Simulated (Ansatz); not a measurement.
The starting structures come from a database of crystals and need not be the phases stable at ambient conditions.

 Where the default PAW files enter, the runs use the earlier of Ansatz's two default sets.

By LDA and PBEsol, the system below comes out a metal.

Here is the system:

```xyz
6
Lattice="4.1876 0.0000 0.0000 0.0000 5.2460 0.0000 0.0000 -2.6230 4.5432" Properties=species:S:1:pos:R:3 pbc="T T T"
Co     0.0000     2.6230     0.0000
Co     0.0000    -1.3115     2.2716
Co     0.0000     1.3115     2.2716
Sn     2.0938     0.0000     3.0288
Sn     2.0938     2.6230     1.5144
Sn     0.0000     0.0000     0.0000
```

Space group of this cell: P6/mmm. The cell is taken as given; by PBEsol its mean pressure is -2.1 GPa.

The current runs along the normal of the first two printed vectors, the (100) plane. All runs by Ansatz (an electronic-structure program), plane waves and PAW, without spin-orbit coupling; the base is PBEsol.

```csv
run,mean pressure (GPa),"G/A, both spins (10¹⁵ S/m²)"
base,-2.1,0.19
all lengths scaled by 0.98,7.4,0.21
all lengths scaled by 1.02,-9.0,[?]
lda in place of pbesol,-6.2,0.19
"lengths across the current scaled by 0.98, ions clamped",4.0,0.20
"lengths across the current scaled by 1.02, ions clamped",-6.9,[?]
"lengths along the current scaled by 1.03, ions clamped",-5.7,0.19
```

### Question
Complete the blanks.

### Answer

- all lengths scaled by 1.02, G/A, both spins (10¹⁵ S/m²): 0.18
- lengths across the current scaled by 1.02, ions clamped, G/A, both spins (10¹⁵ S/m²): 0.18
